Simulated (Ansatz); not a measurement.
An Ansatz (a program for electronic structure) input (DFT with PBEsol, PAW potentials and a 420 eV plane-wave cutoff in Ansatz, without spin-orbit coupling):

Ansatz 0.2 input:
```yaml
crystal:
  lattice:
    - [3.3335849034, 0, 0]
    - [-1.6667924517, 2.886969212, 0]
    - [0, 0, 8.6090769392]
  atoms:
    - { symbol: As, position: [0, 0, 0.7537348834] }
    - { symbol: Ga, position: [0.3333333333, 0.6666666667, 0.4347746716] }
    - { symbol: As, position: [0.6666666667, 0.3333333333, 0.0776157741] }
    - { symbol: B, position: [0, 0, 0.9956981461] }
    - { symbol: B, position: [0.3333333333, 0.6666666667, 0.6773043159] }
    - { symbol: B, position: [0.6666666667, 0.3333333333, 0.3108722088] }
basis: { ecutwfc: 420, ecutrho_ratio: 4, xc_grid: 2, fft_grid_basis: typed }
kpoints: { mp_grid: { grid: [16, 16, 6] } }
hamiltonian:
  xc: pbesol
  dispersion: none
  pseudopotentials: { kind: paw }
scf: { occupations: { method: fermi_dirac, width: 0.05 }, convergence: { dr2_threshold: 0.0000000006 } }
output: { forces: true, stress: true }
checkpoint: { write: state.ck, write_every: 1000 }
```

Q: Which symmetry and how many k-points will the program report, and about how many plane waves at Γ?

A: Space group P3m1 (ITA 156) with 6 operations, k-points 162 of 1536, and 1685 plane waves at Γ.

These are small ordered cells, not random alloys; other orderings at the same x differ. Stability against distortions was not tested. The final runs are not spin-polarised. The cell was made from BAs by this change: x(Ga) = 0.333, 6 atoms, P3m1.
